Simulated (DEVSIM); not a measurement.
System: Schottky contact on n-type GaAs, at 300 K.

| layer (left to right) | material | thickness (μm) | Nd (cm⁻³) | τn (s) | τp (s) |
|---|---|---|---|---|---|
| 1 | GaAs | 0.500 | 2.8e16 | 9.9e-8 | 9.9e-8 |

Left contact: Schottky, work function 4.83 eV, emission velocity 9e6 cm/s. Right contact: ohmic. Voltage is applied to the left contact. Recombination: SRH at mid-gap, radiative, Auger. Mobility is μmin + (μ − μmin)/(1 + (N/Nref)^α).

The device is made up for the run: typed textbook-type constants, with dimensions and the other settings drawn at random. Values at 300 K.

```tsv
parameter	GaAs
gap (eV)	1.424
affinity (eV)	4.07
permittivity	12.9
Nc (cm⁻³)	4.7e17
Nv (cm⁻³)	9e18
μn (cm²/Vs)	8500
μp (cm²/Vs)	400
μn,min	500
μp,min	20
Nref,n	6e16
Nref,p	1.5e17
αn	0.39
αp	0.38
B (cm³/s)	2e-10
Cn (cm⁶/s)	1e-30
Cp (cm⁶/s)	1e-30
```

DEVSIM, 1D drift-diffusion, Boltzmann statistics, complete ionisation; no tunnelling, impact ionisation, image-force lowering or self-heating. Metal contacts follow the ideal Schottky-Mott rule: no Fermi-level pinning, no interface dipoles.

The doping Nd of layer 1 was swept, all else fixed.

| doping Nd of layer 1 (cm^-3) | dark forward voltage at 100 A/cm² (V) | dark forward voltage at 1 A/cm² (V) | potential step across the device at zero bias (V) | largest field in the device at zero bias (V/cm) |
|---|---|---|---|---|
| 8.4e14 | 0.546 | 0.418 | 0.596 | 15000 |
| 2.8e15 | 0.539 | 0.416 | 0.628 | [?] |
| 8.4e15 | 0.536 | 0.415 | 0.656 | 38000 |
| 2.8e16 | 0.534 | 0.414 | 0.687 | 72000 |
| 8.4e16 | 0.533 | 0.414 | 0.715 | 130000 |

**Question.** What belongs in the gaps?

**Answer.** 
- 2.8e15, largest field in the device at zero bias (V/cm): 22000
